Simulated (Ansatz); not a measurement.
The starting structures come from a database of crystals and need not be the phases stable at ambient conditions.

Tunnelling through a barrier is set by its complex band structure: the current falls as exp(−2κd) with the smallest κ.

Input:

```
CELL_PARAMETERS angstrom
      4.90800     0.00000     0.00000
      0.00000     8.76008     0.00000
      0.00000     0.00000     7.95933
ATOMIC_POSITIONS crystal
  Tl 0.75000 0.98723 0.18095
  Tl 0.25000 0.01277 0.81905
  Tl 0.25000 0.51277 0.68095
  Tl 0.75000 0.48723 0.31905
  Ag 0.75000 0.16860 0.58697
  Ag 0.25000 0.83140 0.41303
  Ag 0.25000 0.33140 0.08697
  Ag 0.75000 0.66860 0.91303
  Te 0.25000 0.18649 0.40275
  Te 0.75000 0.81351 0.59725
  Te 0.75000 0.31351 0.90275
  Te 0.25000 0.68649 0.09725
```

The cell is taken as given.

Transport runs along the normal of the first two printed cell vectors.

The gap is the functional's own. No spin-orbit coupling. Mid-gap values are those at the computed energy nearest the middle.

### Question
Give the band gap and the smallest decay constant κ at mid-gap that r2SCAN (Ansatz, a quantum-chemistry and plane-wave program) yields.

### Answer
Gap 0.93 eV on a 6×4×4 mesh; κ = 0.136 1/Å, at (0.000, 0.500) of the in-plane reciprocal vectors. At the zone centre the slowest state has κ = 0.18 1/Å.
